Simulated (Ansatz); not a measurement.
The starting structures come from a database of crystals and need not be the phases stable at ambient conditions.

 Where the default PAW files enter, the runs use the earlier of Ansatz's two default sets.

```
CELL_PARAMETERS angstrom
      4.22147     0.00000     0.00000
     -2.11074     3.65590     0.00000
      0.00000     0.00000     6.81672
ATOMIC_POSITIONS crystal
  Mg 0.66667 0.33333 0.49831
  Mg 0.33333 0.66667 0.99831
  Se 0.66667 0.33333 0.87669
  Se 0.33333 0.66667 0.37669
```

Space group of this cell: P6_3mc, wurtzite. The cell is taken as given.

Transport runs along the normal of the first two printed cell vectors, the (001) plane of the conventional cell.

The gap is the functional's own, uncorrected, and κ follows it; spin-orbit coupling is left out. Mid-gap values are interpolated between the computed energies.

Give the band gap and the smallest decay constant κ at mid-gap that PBEsol in Ansatz (a first-principles code) yields.

Gap 2.52 eV on a 12×12×6 mesh; κ = 0.168 1/Å, at the zone centre.
